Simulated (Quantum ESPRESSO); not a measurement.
# Quick settings and what they miss: Te (Pmma, 4 atoms in the cell)

Self-consistent single point.

```yaml
crystal:
  lattice:
    - [9.29971, 0.00000, 0.00000]
    - [0.00000, 3.18152, 0.00000]
    - [0.00000, 0.00000, 4.49809]
  atoms:
    - { symbol: Te, position: [0.75000, 0.50000, 0.52062] }
    - { symbol: Te, position: [0.25000, 0.50000, 0.47938] }
    - { symbol: Te, position: [0.00000, 0.50000, 0.00000] }
    - { symbol: Te, position: [0.50000, 0.50000, 0.00000] }
```

Method of the run: PBEsol, PSlibrary PAW (PBE) pseudopotentials (plane waves; Quantum ESPRESSO).

Base settings: ecutwfc = 40 Ry; ecutrho = 240 Ry; occupations = smearing; smearing = gauss; degauss = 0.0147 Ry; input_dft = pbesol; potentials = {Te: Te.pbe-n-kjpaw_psl.1.0.0.UPF}; K_POINTS = automatic 3 9 6 0 0 0; conv_thr = 1e-11 Ry; mixing_beta = 0.7.

Tight run (finer mesh or higher cutoff; not a proven limit): ecutwfc: 40 Ry → 56 Ry; ecutrho: 240 Ry → 336 Ry; conv_thr: 1e-11 Ry → 7.3e-11 Ry; K_POINTS: automatic 3 9 6 0 0 0 → automatic 5 13 9 0 0 0. It gave Fermi level (on the code's own zero) 6.11 eV; pressure -3.02 GPa; largest force (vector length) 0.024 eV/Å.

Quick runs, as changes from the base:
- A: the base itself
- B: ecutwfc: 40 Ry → 20 Ry; ecutrho: 240 Ry → 120 Ry; input_dft: pbesol → default; conv_thr: 1e-11 Ry → 7.3e-05 Ry; pseudopotentials: {Te: Te.pbe-n-kjpaw_psl.1.0.0.UPF} → {Te: Te.pz-n-kjpaw_psl.1.0.0.UPF}; K_POINTS: automatic 3 9 6 0 0 0 → automatic 2 2 2 1 1 1 [LDA (PZ)]
- C: ecutwfc: 40 Ry → 28 Ry; ecutrho: 240 Ry → 168 Ry; K_POINTS: automatic 3 9 6 0 0 0 → automatic 8 8 8 1 1 1
- D: ecutwfc: 40 Ry → 24 Ry; ecutrho: 240 Ry → 144 Ry; conv_thr: 1e-11 Ry → 7.3e-05 Ry; K_POINTS: automatic 3 9 6 0 0 0 → automatic 6 6 6 0 0 0
- E: ecutwfc: 40 Ry → 28 Ry; ecutrho: 240 Ry → 168 Ry; degauss: 0.0147 Ry → 0.036749 Ry; K_POINTS: automatic 3 9 6 0 0 0 → automatic 4 4 4 0 0 0
- F: ecutwfc: 40 Ry → 24 Ry; ecutrho: 240 Ry → 144 Ry; input_dft: pbesol → default; pseudopotentials: {Te: Te.pbe-n-kjpaw_psl.1.0.0.UPF} → {Te: Te.pz-n-kjpaw_psl.1.0.0.UPF}; K_POINTS: automatic 3 9 6 0 0 0 → automatic 1 1 1 0 0 0 [LDA (PZ)]

Energies are extrapolated to zero smearing width, which holds to low order in the width alone (under cold and Methfessel-Paxton smearing the free energy itself is taken).

Dashes: energy of B, F, another energy zero; time of B, D, E, F, under 30 s.

† marks runs with another functional, U, potentials or spin treatment: their distance from the tight run is not a convergence error alone.

The count of work is k-points × plane waves × bands × iterations; it is no time. Core times come from one kind of shared machine and are given to one figure; runs under 30 s give none.

The starting cell comes from a database of computed structures (which also holds hypothetical and non-ambient phases and stackings), without a prior relaxation at this level. Its lattice was rescaled by a random factor within 2.5 % of one.

```csv
run,energy less tight (meV/atom),pressure less tight (GPa),largest miss in a force vector (eV/Å),count of work / tight,core time / tight (rough)
A,-0.6,0.13,0.023,0.26,0.3
B†,–,-0.48,0.201,0.0011,–
C,7.4,-0.12,0.037,0.24,0.2
D,49.8,-0.01,0.108,0.077,–
E,-45.3,-0.03,0.061,0.10,–
F†,–,2.36,0.680,0.0035,–
```

Among the runs at the tight run's level, the energy misses run from 0.6 to 49.8 meV/atom.
